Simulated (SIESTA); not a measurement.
## Worked example: self-consistent single point of a (110) slab of Li (cut from a parent of space group no. 229; 4 atoms in the cell) in SIESTA

Method: GGA PBEsol, numerical atomic orbitals DZP, PseudoDojo PBEsol standard norm-conserving potentials (rewritten from UPF to PSML) (SIESTA).

Input:

```
# files in the folder: Li.psml (PseudoDojo PBEsol standard)
SystemName  Li
SystemLabel siesta

NumberOfAtoms                4
NumberOfSpecies              1
%block ChemicalSpeciesLabel
  1 3 Li
%endblock ChemicalSpeciesLabel
LatticeConstant              1.0 Ang
%block LatticeVectors
     3.031496000    0.000000000    0.000000000
    -4.041995000    2.858122000    0.000000000
     0.000000000    0.000000000   21.425599000
%endblock LatticeVectors
AtomicCoordinatesFormat      Bohr
%block AtomicCoordinatesAndAtomicSpecies
     0.000000000    0.000000000   13.228083440  1
     1.909565414    2.700533905   17.905519039  1
     0.000000000    0.000000000   22.582995127  1
     1.909565414    2.700533905   27.260430726  1
%endblock AtomicCoordinatesAndAtomicSpecies

XC.functional                GGA
XC.authors                   PBEsol
PAO.BasisSize                DZP
PAO.EnergyShift              0.005 Ry
PAO.Polarization.NonPerturbative true
MeshCutoff                   400 Ry
%block kgrid.MonkhorstPack
   17   0   0  0.0
    0  17   0  0.0
    0   0   1  0.0
%endblock kgrid.MonkhorstPack
OccupationFunction           MP
OccupationMPOrder            0
ElectronicTemperature        1160.45 K

MaxSCFIterations             150
SCF.Mixer.Method             Broyden
SCF.Mixer.Weight             0.1
SCF.Mixer.History            6
SCF.DM.Tolerance             1.0E-04
Diag.ParallelOverK           true
WriteForces                  true
Charge.Mulliken              end
```

Output, abridged:

```
reinit: Reading from file input.fdf

reinit: System Name: Li
reinit: System Label: siesta

coor:   Atomic-coordinates input format  =     Cartesian coordinates
coor:                                            (in Bohr units)

siesta: Atomic coordinates (Bohr) and species
siesta:      0.00000   0.00000  13.22808  1        1
siesta:      1.90957   2.70053  17.90552  1        2
siesta:      0.00000   0.00000  22.58300  1        3
siesta:      1.90957   2.70053  27.26043  1        4

siesta: System type = slab

initatomlists: Number of atoms, orbitals, and projectors:      4    24    32

siesta: ******************** Simulation parameters ****************************
redata: Spin configuration                          = none
redata: Time-Reversal Symmetry                      = T
redata: Number of Atomic Species                    =        1
redata: Mesh Cutoff                                 =   400.0000 Ry
redata: Net charge of the system                    =     0.0000 |e|
redata: Min. number of SCF Iter                     =        0
redata: Max. number of SCF Iter                     =      150
redata: SCF convergence failure will abort job
redata: SCF mix quantity                            = Hamiltonian
redata: Mix DM or H after convergence               =   F
redata: Recompute H after scf cycle                 =   F
redata: Mix DM in first SCF step                    =   T
redata: No kicks to SCF
redata: DM Mixing Weight for Kicks                  =     0.5000
redata: Require Harris convergence for SCF          =   F
redata: Harris energy tolerance for SCF             =     0.000100 eV
redata: Require DM convergence for SCF              =   T
redata: DM tolerance for SCF                        =     0.000100
redata: Require EDM convergence for SCF             =   F
redata: EDM tolerance for SCF                       =     0.001000 eV
redata: Require H convergence for SCF               =   T
   [... lines left out ...]
diag: Used triangular part                          = Lower
diag: Absolute tolerance                            =  0.100E-15
diag: Orthogonalization factor                      =  0.100E-05
diag: Memory factor                                 =  1.0000

superc: Internal auxiliary supercell:    15 x     9 x     1  =     135
superc: Number of atoms, orbitals, and projectors:    540   3240   4320

                        Single-point calculation

superc: Internal auxiliary supercell:    15 x     9 x     1  =     135
superc: Number of atoms, orbitals, and projectors:    540   3240   4320

outcell: Unit cell vectors (Ang):
        3.031496    0.000000    0.000000
       -4.041995    2.858122    0.000000
        0.000000    0.000000   21.425599

outcell: Cell vector modules (Ang)   :    3.031496    4.950413   21.425599
outcell: Cell angles (23,13,12) (deg):     90.0000     90.0000    144.7356
outcell: Cell volume (Ang**3)        :    185.6396
new_DM -- step:     1
Initializing Density Matrix...

Attempting to read DM from file... Failed...
DM filled with atomic data:

InitMesh: MESH = 40 x 54 x 324 = 699840
InitMesh: Mesh cutoff (required, used) =   400.000   481.331 Ry

stepf: Methfessel-Paxton step function
       Using Hermite-Gauss polynomials of order  0
        iscf     Eharris(eV)        E_KS(eV)     FreeEng(eV)     dDmax    Ef(eV) dHmax(eV)
   scf:    1     -757.687577     -773.548656     -773.556378  0.937135 -5.979681 13.887824
   scf:    2     -777.978066     -777.565925     -777.576807  0.062330 -5.137908  1.612186
   scf:    3     -777.681756     -777.627593     -777.637860  0.011440 -5.010134  1.227201
   scf:    4     -777.723580     -777.700748     -777.711962  0.023881 -4.656309  0.207685
   scf:    5     -777.690910     -777.699025     -777.710220  0.003602 -4.615371  0.444580
   scf:    6     -777.701635     -777.702482     -777.713844  0.006299 -4.617593  0.067206
   scf:    7     -777.702596     -777.702618     -777.714077  0.000869 -4.602274  0.023573
   scf:    8     -777.702625     -777.702623     -777.714076  0.000207 -4.605663  0.011359
   scf:    9     -777.702602     -777.702613     -777.714080  0.000357 -4.607889  0.004285
   scf:   10     -777.702598     -777.702605     -777.714081  0.000192 -4.609076  0.001242
   scf:   11     -777.702603     -777.702604     -777.714081  0.000029 -4.609299  0.000398
SCF Convergence by DM+H criterion
max |DM_out - DM_in|         :     0.0000289745
max |H_out - H_in|      (eV) :     0.0003982671
SCF cycle converged after 11 iterations

Using DM_out to compute the final energy and forces

siesta: E_KS(eV) =             -777.7026

siesta: E_KS - E_eggbox =      -777.7026

siesta: Atomic forces (eV/Ang):
     1   -0.000000   -0.000000    0.074205
     2   -0.000000   -0.000000   -0.048650
     3    0.000000   -0.000000    0.048706
     4    0.000000    0.000000   -0.074260
   Tot   -0.000000   -0.000000   -0.000000
   Max    0.074260
   Res    0.036240    sqrt( Sum f_i^2 / 3N )
   Max    0.074260    constrained

Stress tensor Voigt[x,y,z,yz,xz,xy] (kbar):        1.47        2.26        3.70       -0.00       -0.00        1.05
(Free)E + p*V (eV/cell)     -778.0008
Target enthalpy (eV/cell)     -777.7141

siesta: Program's energy decomposition (eV):
siesta: Ebs     =      -431.583133
siesta: Eions   =       733.771413
siesta: Ena     =        59.551079
siesta: Ekin    =       563.969102
siesta: Enl     =      -493.159595
siesta: Eso     =         0.000000
siesta: Edftu   =         0.000000
siesta: DEna    =         0.718811
siesta: DUscf   =         0.168380
siesta: DUext   =         0.000000
siesta: Ex      =      -164.251223
siesta: Ec      =       -10.927746
siesta: Exc     =      -175.178969
siesta: Eharris =      -777.702603
siesta: Etot    =      -777.702604
siesta: FreeEng =      -777.714081

siesta: Atomic forces (eV/Ang):
siesta:      1   -0.000000   -0.000000    0.074205
siesta:      2   -0.000000   -0.000000   -0.048650
siesta:      3    0.000000   -0.000000    0.048706
siesta:      4    0.000000    0.000000   -0.074260
siesta: ----------------------------------------
siesta:    Tot   -0.000000   -0.000000   -0.000000

siesta: Stress tensor (static) (eV/Ang**3):
siesta:     0.000920    0.000653   -0.000000
siesta:     0.000653    0.001408   -0.000000
siesta:    -0.000000   -0.000000    0.002306

siesta: Cell volume =        185.639647 Ang**3

siesta: Pressure (static):
siesta:                Solid            Molecule  Units
siesta:          -0.00001682         -0.00000840  Ry/Bohr**3
siesta:          -0.00154460         -0.00077118  eV/Ang**3
siesta:          -2.47471790         -1.23556070  kBar

mulliken: Atomic and Orbital Populations:

Species: Li
Atom  Qatom  Qorb
               1s      2s      2s      2py     2pz     2px
   1  3.065   2.011   0.055   0.170   0.326   0.175   0.328
   2  2.935   2.030  -0.447   0.343   0.335   0.341   0.333
   3  2.935   2.030  -0.447   0.343   0.335   0.341   0.333
   4  3.065   2.011   0.055   0.170   0.326   0.175   0.328

mulliken: Qtot =       12.000

Mulliken Atomic Populations:
Atom #   charge [q] valence [e]  Species
     1    -0.065483    3.065483  Li
     2     0.065477    2.934523  Li
     3     0.065480    2.934520  Li
     4    -0.065474    3.065474  Li
 Total    -0.000000

siesta: Electric dipole (a.u.)  =   -0.000000   -0.000000    0.000078
siesta: Electric dipole (Debye) =   -0.000000   -0.000000    0.000198
```

The run converged in 11 iterations.

The starting cell has typed, rounded lattice constants, without a prior relaxation at this level. The slab is cut from that crystal, and its faces are unrelaxed. Its lattice was rescaled by up to half a per cent. Values carry the incompleteness of an atom-centred basis.

Cost on one core of a shared machine: roughly 80 s.
